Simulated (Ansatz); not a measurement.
**W, pressure series**

Consider W in the bcc (W type) structure (space group Im-3m, No. 229).

```
CELL_PARAMETERS angstrom
     -1.57715     1.57715     1.57715
      1.57715    -1.57715     1.57715
      1.57715     1.57715    -1.57715
ATOMIC_POSITIONS crystal
  W  0.00000 0.00000 0.00000
```

Cell and atoms are relaxed at each pressure.

Calculations: PBEsol in Ansatz (plane waves to 420 eV, PAW, without spin-orbit coupling).

```
pressure (GPa)  volume per atom (Å³/atom)
--------------  -------------------------
-2                                 15.791
-1                                 15.742
0                                  15.692
0.9                                15.649
2.1                                15.593
4.5                                     ?
9                                  15.284
15                                 15.040
22.5                               14.759
```

Question: Fit the third-order Birch–Murnaghan form P(V) = (3B₀/2)[(V₀/V)^(7/3) − (V₀/V)^(5/3)]·[1 + (3/4)(B₀′ − 4)((V₀/V)^(2/3) − 1)] (squares taken in P) to the rows shown and predict the withheld row.

Answer: Least squares on the printed values gives V₀ = 15.693 Å³/atom, B₀ = 324 GPa, B₀′ = 4.1; this predicts 15.482 Å³/atom, and the run gives 15.481 Å³/atom, in agreement.

Load acts through the strain it causes; cell and atoms are relaxed under it. Stability against distortions was not tested. No other phases were tried under pressure. All final runs are without spin polarisation.

Ansatz is an electronic-structure program.
